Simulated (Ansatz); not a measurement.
Consider LiCl in the rock salt structure (space group Fm-3m, No. 225).

```yaml
crystal:
  lattice:
    - [0.00000, 2.55614, 2.55614]
    - [2.55614, 0.00000, 2.55614]
    - [2.55614, 2.55614, 0.00000]
  atoms:
    - { symbol: Cl, position: [0.00000, 0.00000, 0.00000] }
    - { symbol: Li, position: [0.50000, 0.50000, 0.50000] }
```

Cartesian axes are those of the cell as printed.

All numbers come from r2SCAN/PAW in Ansatz (a first-principles code), no spin-orbit coupling.

For the base:

Electron mass: 0.47 mₑ (at Γ)
Band gap: 7.29 eV

Now apply this change: the cell is stretched by 4.90 % along x with no lateral relaxation, atoms relaxed at fixed cell.

Question: Predict the new stress, electron mass and band gap.

Answer: The stress (xx, yy, zz, yz, xz, xy; compression positive) is (-2.20, -0.94, -0.94, 0.00, 0.00, 0.00) GPa; the electron mass becomes 0.45 mₑ along x, 0.48 mₑ across (at Γ) (base: 0.47 mₑ (at Γ)); the band gap falls by 0.36 eV (7.29 eV → 6.93 eV).

The cells carry an imposed strain or load. Effective masses come from finite differences of ±0.01 Å⁻¹. Whether these cells are dynamically stable was not tested.
